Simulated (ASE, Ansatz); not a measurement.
A thermal frame of composition Li9Si7, cell Li36Si28, brought to this temperature after a much hotter stage, at a temperature that wasn't checked against the liquidus, so perhaps supercooled [in the CHGNet run: it was liquid; mean temperature 961 K (target 970 K); density 1.46 g/cm³, volume +8 % from the start cell's], from MD with the machine-learned potential CHGNet 0.3.0 in ASE at 970 K. Computed with r2SCAN (plane waves, PAW; Ansatz, a quantum-chemistry and plane-wave program).

```
Property                                           Value
-----------------  -------------------------------------
plane-wave cutoff                                 500 eV
k-points                      one point, (1/4, 1/4, 1/4)
Fermi-Dirac width                               0.086 eV
spin               not polarised; no spin-orbit coupling
```

A check of the k-sampling: on the last frame of the same run a denser mesh moved the PBE forces by 0.045 eV/Å rms, the static pressure by 0.00 GPa and the free energy by 3 meV/atom. CHGNet's forces on these frames are only 0.79 times the DFT ones, so the atoms are displaced more than DFT's own dynamics would at this temperature.

```xyz
64
Lattice="10.5541 0.0000 0.0000 0.0000 10.5541 0.0000 0.0000 0.0000 10.5541" Properties=species:S:1:pos:R:3:forces:R:3 pbc="T T T"
Li    6.2302    7.9895    6.3806  -0.512   0.037  -0.439
Li   14.3463   10.5265   -5.2240  -0.866   0.490  -0.124
Li    0.0938    0.4518    2.9933  -0.731  -0.219  -0.191
Li    2.5352   -0.9380   13.8398  -0.805   1.232  -1.806
Li    7.9952    1.4571    4.0501  -0.260   0.004  -0.158
Li    1.9624    7.6768    8.8233   0.911   1.068   0.612
Li    5.7566    5.2371    7.0508  -0.142  -0.010   0.050
Li   10.1464   11.2687    5.8978   0.158  -0.068   0.416
Li   -1.4495    3.0426    0.9475   0.013  -0.230  -0.305
Li   -5.1008    3.3559    4.9520  -0.214   0.436  -0.055
Li    4.7616    3.2110    1.6824   0.011   0.820  -0.134
Li   14.2691    2.1745    7.3932   0.118   0.472   0.153
Li    1.3716    4.1747   11.2682  -1.360   1.362   1.382
Li   -2.0851   -5.4233   -1.7786   0.160  -0.243   0.075
Li   12.6902    1.5638   12.8645   0.699   0.589  -0.584
Li    2.4911    0.0645    7.2663  -0.438   0.121   0.949
Li    0.0411    5.8664    5.3984   0.648  -1.508   0.043
Li   10.8850   -2.6768    4.5004  -0.896   0.423  -0.778
Li    8.4027    7.4604    2.8952  -0.135  -0.846   0.216
Li   -0.6927   -0.2885   -1.0203   0.415   0.270   0.093
Li    2.3813    6.4368    6.8348   0.501   0.947  -0.463
Li   -0.1197    7.8519    1.0720   0.373   0.499   0.240
Li    3.8629   -5.0474   10.1728   0.549   0.395   0.344
Li    7.7460   -0.7939    7.2623   0.767   0.731  -0.474
Li    5.4015    8.9513    3.3971  -0.140  -0.515   0.825
Li    0.4492    2.8341    8.4711  -0.395   0.223  -0.396
Li    4.7908    6.2774    2.5086   0.070  -0.129  -0.176
Li    6.1724   -2.2833   11.0426  -0.765   0.202   1.820
Li    4.5827    1.0419    0.2205  -0.573  -0.143   0.180
Li   -0.3181    7.5333    7.7009  -0.494   0.561  -1.535
Li   -4.3543    3.3298    9.5656   0.152   0.217  -0.082
Li    8.1214    4.4240    3.3227   0.265   0.494   0.161
Li    7.3494   10.9760   10.4328  -0.196  -0.359   0.054
Li    8.2142   -2.4379    9.9322   1.897  -0.970   0.794
Li    2.4366    6.8178    3.1776  -0.595   2.141  -1.073
Li    5.9047    0.8523   -2.4382  -0.182  -0.419   0.213
Si    1.8628   -1.8332    6.0244  -1.621   0.616   1.222
Si    3.5025    8.3881    4.6757   2.214  -3.618   1.325
Si    4.2195   -1.1365    9.4791   0.087  -0.431  -0.236
Si    1.5527   -0.7442    0.4410  -0.946   0.887   1.238
Si    6.4222    8.6969    8.8425  -1.717   0.284  -1.134
Si   12.9492    4.7747    3.5282  -0.539  -3.055   0.091
Si    3.1397   -2.2374    0.7946   1.531  -0.776  -0.236
Si   -2.0394    6.9608    5.6621  -0.323   1.391  -0.360
Si    1.6307    1.0494   -0.9333   0.539   0.263  -0.279
Si   10.8916    3.2113    3.0716  -0.279   0.476   0.610
Si    8.4549   -0.9340    1.8759  -0.385   0.895   0.425
Si    5.7876    0.8634    5.5996   1.340   0.716  -0.039
Si    1.9853    5.0437    8.7393  -0.733  -0.675   0.102
Si    8.3986   -1.0954    4.7222  -0.053  -0.823  -0.859
Si    6.6303    5.4301    0.8668   0.159  -0.540   0.593
Si   -2.1574    1.6091    8.5447   0.067   0.437  -0.213
Si    0.2455    5.6856    2.5824  -0.091  -0.755   0.435
Si    4.6896    1.4234    3.3441   0.937  -1.237   0.537
Si    6.3072   10.5311    2.1704   0.577   1.742  -1.031
Si    7.4204    2.5174    6.6835  -0.800   0.183  -0.528
Si    9.0315    5.7228    0.7526   0.794   0.036   0.102
Si   14.5201    5.9867    4.8993   0.640  -0.473   0.720
Si    2.7078    3.0604   -0.4970   2.150  -0.895  -1.232
Si    2.4354    4.1971    6.5535   0.323  -0.245  -0.685
Si    0.1902    6.4180    9.6271  -1.127  -1.630   1.255
Si    8.3616    4.7461    6.2551  -0.369  -0.667  -0.154
Si    6.2767    6.4363    9.4254  -0.386  -0.409  -1.086
Si    1.7673    2.3865    5.2334   0.002   0.229  -0.429
```

| Property | Value |
|---|---|
| free energy on this k-sampling (the code's own zero, frozen cores included) | -25268.2 eV |
| static pressure (no kinetic part) | 0.50 GPa |
| rms force component | 0.823 eV/Å |
| largest force | 4.44 eV/Å on atom 38 |
